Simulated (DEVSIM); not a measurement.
Device: Pt/SiO2/p-GaAs capacitor, at 300 K.

Layer 1 from the left is SiO2, thickness (nm) 9.40. Layer 2 from the left is GaAs, thickness (nm) 14000, Na (cm⁻³) 2.2e15.

Metal gate on the left, work function 5.6 eV. Fixed charge at the semiconductor interface 0 cm⁻² (in units of +e); no interface traps.

The device is made up for the run: typed textbook-type constants, with dimensions and the other settings drawn at random. Values at 300 K.

SiO2: gap (eV) 9, affinity (eV) 0.9, permittivity 3.9. GaAs: gap (eV) 1.424, affinity (eV) 4.07, permittivity 12.9, Nc (cm⁻³) 4.7e17, Nv (cm⁻³) 9e18.

Question: Estimate by hand the flat-band voltage, the threshold voltage, and compare with a numerical solution.

Answer: 
- Flat-band voltage: C = 0.367 μF/cm², work-function difference 0.321 V; VFB = φms − qNf/C = 0.32 V; numerical 0.32 V.
- Threshold voltage: φF = 0.535 V, depletion charge √(4εqNφF) = 2.94e-8 C/cm²; VT = VFB + 2φF + Qd/C = 1.47 V; numerical 1.47 V.

DEVSIM, 1D Poisson equation in equilibrium, Boltzmann statistics, complete ionisation; no quantum confinement or tunnelling. Metal contacts follow the ideal Schottky-Mott rule: no Fermi-level pinning, no interface dipoles.
